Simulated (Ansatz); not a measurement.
Consider BaTiO3 in the cubic perovskite structure (space group Pm-3m, No. 221; a = 3.9699 Å).

The change: cell and atoms relaxed at a pressure of 45 GPa.

Levels (all Ansatz, an electronic-structure program, PAW): PBEsol (420 eV, no SOC); r2SCAN (500 eV, no SOC); HSE06 (420 eV, no SOC).

At the geometry relaxed with PBEsol, these levels gave the following band gaps, in shuffled order: (a) 3.49 eV, (b) 2.44 eV, (c) 1.95 eV.

Task: Match each gap to its level.

Result: (a) HSE06; (b) r2SCAN; (c) PBEsol.

Single points use the geometry relaxed with PBEsol. Load acts through the strain it causes; cell and atoms are relaxed under it. Stability against distortions was not tested. Competing high-pressure phases were not computed. All final runs are without spin polarisation. Many cubic perovskites are stable only at high temperature; tilts and polar distortions were not tested. This is not the structure that BaTiO3 has at room temperature and ambient pressure.
